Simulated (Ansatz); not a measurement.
System: HfO2 (P4₂/mnm, No. 136, 6 atoms in the cell; start mp-776532; a measured phase of this formula has another space group). Method: LDA (PAW; Ansatz, an electronic-structure program).

Run with plane-wave cutoff 520 eV, 8×8×12 k mesh (along the axes of the cell as run), scalar-relativistic PAW data made under PBE.

Cell (relaxed at this level):

Space group P4₂/mnm (No. 136); a = 4.7892 Å, b = 4.7892 Å, c = 3.1860 Å, α = 90.00°, β = 90.00°, γ = 90.00°

```csv
atom,site,symmetry,x,y,z
Hf,2a,m.mm,0.0000,0.0000,0.0000
O,4f,m.2m,0.3049,0.3049,0.0000
```

Q: Give the computed Voigt–Reuss–Hill bulk modulus, Voigt–Reuss–Hill shear modulus (Hill average), Young modulus and Poisson ratio.

A: 
* **Voigt–Reuss–Hill bulk modulus**: 236 GPa
* **Voigt–Reuss–Hill shear modulus (Hill average)**: 106 GPa
* **Young modulus**: 278 GPa
* **Poisson ratio**: 0.304

Note: the relaxation could not lower the start's symmetry, so the cell can be a saddle point above a distorted one.

Elastic constants are with the ions relaxed.

Spin–orbit coupling is not included.

Static lattice: no zero-point or thermal effects.

Cost on a shared machine: roughly 40 core-minutes.

A start named mp-… is a Materials Project structure, which need not be a measured phase.
